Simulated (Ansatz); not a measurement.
Ansatz (a program for electronic structure) run on LiTi₂Te₄ (C2/m, 7 atoms in the cell): self-consistent single point.

Computed with PBEsol, default PAW files made with PBE (plane waves; Ansatz).

The change in words: lattice scaled by 1.015. Reference geometry:
```xyz
7
Lattice="7.6444 -1.9169 0.0000 7.6444 1.9169 0.0000 -2.8653 0.0000 5.9900" Properties=species:S:1:pos:R:3 pbc="T T T"
Li     0.0000     0.0000     0.0000
Ti     3.0734     0.0000     1.5611
Ti     9.3502     0.0000     4.4290
Te    11.7986     0.0000     3.1975
Te     0.6250     0.0000     2.7925
Te     5.5112     0.0000     0.2144
Te     6.9124     0.0000     5.7756
```
Moments meant for the start (each program seeds them in its own way; μB, in the order of the atoms Li Ti Ti Te Te Te Te): 0.0 1.0 1.0 0.0 0.0 0.0 0.0.

Reference input (self-consistent single point, DFT, PBEsol, plane waves, default PAW files made with PBE): basis.ecutwfc = 420 eV; kpoints.mp_grid.grid = 7 7 4; hamiltonian.xc = pbesol; hamiltonian.pseudopotentials = {kind: paw} (the program's default PAW files); magnetization.spin_polarized = true; scf.occupations.method = cold; scf.occupations.width = 0.136 eV. This run's input differs from it in these lines:

Ansatz 0.2 input:
```diff
@@ -3,13 +3,13 @@
   lattice:
-    - [7.64442100, -1.91687800, 0.00000000]
-    - [7.64442100, 1.91687800, 0.00000000]
-    - [-2.86526900, 0.00000000, 5.99001500]
+    - [7.75908700, -1.94563100, 0.00000000]
+    - [7.75908700, 1.94563100, 0.00000000]
+    - [-2.90824800, 0.00000000, 6.07986500]
   atoms:
     - { symbol: Li, position_ang: [0.00000000, 0.00000000, 0.00000000] }
-    - { symbol: Ti, position_ang: [3.07335231, -0.00000000, 1.56105781], spin: 1.0 }
-    - { symbol: Ti, position_ang: [9.35022069, -0.00000000, 4.42895719], spin: 1.0 }
-    - { symbol: Te, position_ang: [11.79856742, -0.00000000, 3.19747001] }
-    - { symbol: Te, position_ang: [0.62500558, 0.00000000, 2.79254499] }
-    - { symbol: Te, position_ang: [5.51120903, -0.00000000, 0.21438264] }
-    - { symbol: Te, position_ang: [6.91236397, 0.00000000, 5.77563236] }
+    - { symbol: Ti, position_ang: [3.11945244, -0.00000000, 1.58447362], spin: 1.0 }
+    - { symbol: Ti, position_ang: [9.49047356, -0.00000000, 4.49539138], spin: 1.0 }
+    - { symbol: Te, position_ang: [11.97554540, -0.00000000, 3.24543194] }
+    - { symbol: Te, position_ang: [0.63438060, -0.00000000, 2.83443306] }
+    - { symbol: Te, position_ang: [5.59387693, 0.00000000, 0.21759837] }
+    - { symbol: Te, position_ang: [7.01604907, -0.00000000, 5.86226663] }
 basis:
```

Log, with long lists cut:

```
SCF iter   1: F=—  HF=-32763.398561 eV  |F-HF|=—  |Δ(HF+E_count)|=         —  Δρ=3.37e-2 (↑3.37e-2 ↓1.30e-2)  dr2=2.74e0  dr2_m=6.03e-1  M=0.377 μB ∫|m|=0.556 μB  β_m=0.30  ethr=3.00e-3  ⟨swp⟩=1.0  Hψ=34500  notcnv=0
Mixer restart at iter 1: flushing history
all-band conjugate gradients solve this SCF's bands
preconditioner: auto → Kerker (q_TF=auto, 2.427 Å⁻¹)
spin=Collinear: Kerker preconditioning applied to the charge; magnetization (m = ρ↑ − ρ↓) channel mixes plain (no charge-response kernel on spin).
   [... lines left out ...]
SCF iter  17: F=—  HF=-32762.318528 eV  |F-HF|=—  |Δ(HF+E_count)|=   2.29e-8  S|Δr|=    0.00e0  Δρ=1.05e-6 (↑1.03e-6 ↓1.05e-6)  dr2=2.81e-8  dr2_m=1.55e-10  M=-0.000 μB ∫|m|=0.000 μB  β_m=0.95  ethr=1.10e-10  ⟨swp⟩=10.2  Hψ=25903  notcnv=0
SCF iter  18: F=-32762.318528 eV  HF=-32762.318528 eV  |F-HF|=1.49e-9  |Δ(HF+E_count)|=  9.64e-10  S|Δr|=    0.00e0  Δρ=6.12e-7 (↑6.12e-7 ↓5.17e-7)  dr2=5.29e-9  dr2_m=2.42e-11  M=0.000 μB ∫|m|=0.000 μB  ethr=3.09e-11  ⟨swp⟩=3.1  Hψ=14681  notcnv=0
SCF 1 converged in 18 iterations: F = -32762.318528 eV  dr2 = 5.29e-9
WARN: the starting moments were not kept: the SCF closed with an absolute magnetisation of 4.5e-5 μB, where they sum to 2 μB in size (2 sites) …
   [... lines left out ...]
Absolute magnetization: 0.0000 μB (∫|ρ↑−ρ↓|, with the PAW one-centre terms)
Free energy (F): -32762.318528 eV
Fermi energy:    9.084687 eV
   [... lines left out ...]
  atom   7  Te     0.11505672     0.00000000     0.03033816
--- Stress (GPa, compression-positive) ---
       -2.253217       0.000000       0.732421
        0.000000      -3.680138      -0.000000
        0.732420      -0.000000      -3.291780
  P = ⅓ Tr σ = -3.0750 GPa (-30.750 kbar)
  The stress holds the Pulay correction. Without it, at fixed plane waves, as pw.x and ABINIT print it: P = -3.0963 GPa
```

The run converged in 18 iterations. Against the reference run the free energy rises by 13.6 meV/atom, the pressure goes from -0.63 to -3.08 GPa and the largest force goes from 0.302 to 0.119 eV/Å.

The starting cell comes from a database of computed structures (which also holds hypothetical and non-ambient phases and stackings), without a prior relaxation at this level. Its lattice was rescaled by a random factor within 2.5 % of one. For this run, on top of that: lattice scaled by 1.015. The starting moments vanished: the run ended non-magnetic. The program warned that a starting moment was not kept. Ansatz's pressure includes its estimate of the finite-basis (Pulay) stress.

Cost on one core of a shared machine: roughly 2 min.
